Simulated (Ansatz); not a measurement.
## L1₂ (Cu3Au-type) Ni₃Si

Level of theory: PBEsol (PAW; Ansatz, an electronic-structure program).

Run with plane-wave cutoff 500 eV, 12×12×12 k mesh, Fermi–Dirac smearing 0.05 eV, no spin polarisation, scalar-relativistic PAW data made under PBE.

Cell (relaxed at this level):

```cif
data_Ni3Si
_chemical_formula_sum 'Si1 Ni3'
_space_group_name_H-M_alt 'Pm-3m'
_space_group_IT_number 221
_space_group_name_Hall '-P 4 2 3'
_cell_length_a 3.46113
_cell_length_b 3.46113
_cell_length_c 3.46113
_cell_angle_alpha 90.000
_cell_angle_beta 90.000
_cell_angle_gamma 90.000
loop_
_atom_site_label
_atom_site_type_symbol
_atom_site_symmetry_multiplicity
_atom_site_Wyckoff_symbol
_atom_site_fract_x
_atom_site_fract_y
_atom_site_fract_z
_atom_site_occupancy
Si1 Si 1 a 0.00000 0.00000 0.00000 1
Ni1 Ni 3 c 0.00000 0.50000 0.50000 1
```

```yaml
volume_per_atom: 10.37 Å³/atom
lattice_parameter_a: 3.461 Å
```

Measured, for comparison: equilibrium volume per atom 10.81 Å³/atom, lattice constant a 3.510 Å (temperature not stated, no zero-point or thermal correction; as tabulated in Metallic Nickel Silicides: Experiments and Theory for NiSi and First Principles …). Computed (rounded) less measured: equilibrium volume per atom -4.1 %, lattice constant a -1.4 %. A static lattice is as a rule a little smaller and stiffer than an uncorrected measurement, which can account for part of this.

Computed values are for the static lattice.
